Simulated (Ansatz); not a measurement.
Cost and result by functional for the adsorption energy of H2O on the (000-1) surface of 4H silicon carbide (H on every top atom; a constructed slab, bottom: 1 H on 1 bottom sites), one in a cell of 33 Å², started at the site 'hollow H-H-H over Si at depth 1.7 Å', in Ansatz (plane waves, PAW). Single points on the PBE structure, on one kind of machine; costs are rough ratios of the slab run's core time (references not counted) to the cheapest single point. r2SCAN's cost holds its higher cutoff (500 against 420 eV). Differences are taken against HSE06 for comparison alone: no measured value is at hand, so the table doesn't rank accuracy. HSE06 ran on a coarser k-mesh, which lowers its cost and may carry part of its shift.

Host crystal: 4H silicon carbide, with a band gap (PBE, scalar-relativistic without spin-orbit coupling).

Slab: 43 atoms, 10.8 Å thick at the start with caps and adatoms under the adsorbate (thin: gaps and levels are the slab's own); k 4x4x1, smearing 0.01 eV, dipole-corrected; 20 atoms held, the rest relaxed; no symmetry held; no spin, no spin-orbit, no U, no dispersion correction. At the end no host atom lies within bonding distance. In PBE it is, or lies within 0.03 eV of, the lowest of the starts that converged. These notes are the PBE run's. Adsorption energies are against H2O(g). A negative adsorption energy means that the adsorbate is more stable on the surface than in its reference.

| functional | relative cost | adsorption energy (eV) | less HSE06 (eV) |
|---|---|---|---|
| RPBE | 1 | -0.03 | 0.02 |
| r2SCAN | 2 | -0.07 | -0.02 |
| HSE06 | 20 | -0.05 | 0.00 |
| PBE (the relaxed run's value) | – | -0.05 | -0.01 |

The values span 0.04 eV, while the single points' costs differ by a factor of roughly 20. Differences are of unrounded values.

Ansatz is an electronic-structure program.
